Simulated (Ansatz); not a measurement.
# HfN in the rock salt structure (space group Fm-3m, No. 225)

```cif
data_Hf4N4
_chemical_formula_sum 'N4 Hf4'
_space_group_name_H-M_alt 'Fm-3m'
_space_group_IT_number 225
_space_group_name_Hall '-F 4 2 3'
_cell_length_a 4.54789
_cell_length_b 4.54789
_cell_length_c 4.54789
_cell_angle_alpha 90.000
_cell_angle_beta 90.000
_cell_angle_gamma 90.000
loop_
_atom_site_label
_atom_site_type_symbol
_atom_site_symmetry_multiplicity
_atom_site_Wyckoff_symbol
_atom_site_fract_x
_atom_site_fract_y
_atom_site_fract_z
_atom_site_occupancy
N1 N 4 a 0.00000 0.00000 0.00000 1
Hf1 Hf 4 b 0.50000 0.50000 0.50000 1
```
(The calculation used a cell of 2 atoms; values per cell refer to that cell.)

Calculations: PBE/PAW in Ansatz (a quantum-chemistry and plane-wave program), without spin-orbit coupling. k-mesh 18×18×18 (Γ-centred); smearing 0.05 eV (Fermi–Dirac).

| Quantity | Value |
|---|---|
| Volume per atom | 11.76 Å³ |
| Density | 13.59 g/cm³ |
| Band gap | zero |
| Total energy | -8054.344 eV/atom (σ→0; compares only within this code and set-up) |

Whether these cells are dynamically stable was not tested. The final runs are not spin-polarised. An odd electron count without spin: HfN.
